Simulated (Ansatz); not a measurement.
# Li₂S (Fm-3m): band-edge transport data

```
CELL_PARAMETERS angstrom
      0.00000     2.82744     2.82744
      2.82744     0.00000     2.82744
      2.82744     2.82744     0.00000
ATOMIC_POSITIONS crystal
  Li 0.75000 0.75000 0.75000
  Li 0.25000 0.25000 0.25000
  S  0.00000 0.00000 0.00000
```

Method: r2SCAN, rigid bands (plane waves, PAW, scalar-relativistic; Ansatz, a program for electronic structure). Condition of this run: functional r2SCAN on the same cell. How the cell was made: cell and atoms relaxed with PBEsol.

The band gap is 3.86 eV. The electron conductivity mass (300 K, dilute) is 0.40 mₑ and the hole conductivity mass (300 K, dilute) comes out as 1.17 mₑ. The effective density of states N_c (300 K) is 1.9e19 cm⁻³. The effective density of states N_v (300 K) is 1.8e20 cm⁻³ and the density-of-states mass, electrons is 0.84 mₑ. The density-of-states mass, holes is 3.7 mₑ. The Seebeck coefficient, n-type 1e19 cm⁻³, 300 K is -278 μV/K. The best n-type power factor at 300 K for τ = 10 fs (best axis; densities from 1e16 to 1e21 cm⁻³ tried, whether or not they can be reached) is 8.2 μW/(cm·K²) at 1e20 cm⁻³ and the Seebeck coefficient, p-type 1e19 cm⁻³, 300 K is 461 μV/K. The best p-type power factor at 300 K for τ = 10 fs (best axis; densities from 1e16 to 1e21 cm⁻³ tried, whether or not they can be reached) is 23 μW/(cm·K²) at 3e20 cm⁻³.

Rigid bands; masses and Seebeck coefficients take one relaxation time τ for all states and one kind of carrier; polarons and phonon drag are left out. Spin-orbit coupling is left out; where it splits the top of the valence band, N_v and the p-type Seebeck coefficient come out somewhat high without it. Geometry: cell and atoms relaxed with PBEsol.

Formula and space group known from diffraction (Crystallography Open Database), not checked to be the room-temperature form: Li2S (Fm-3m).
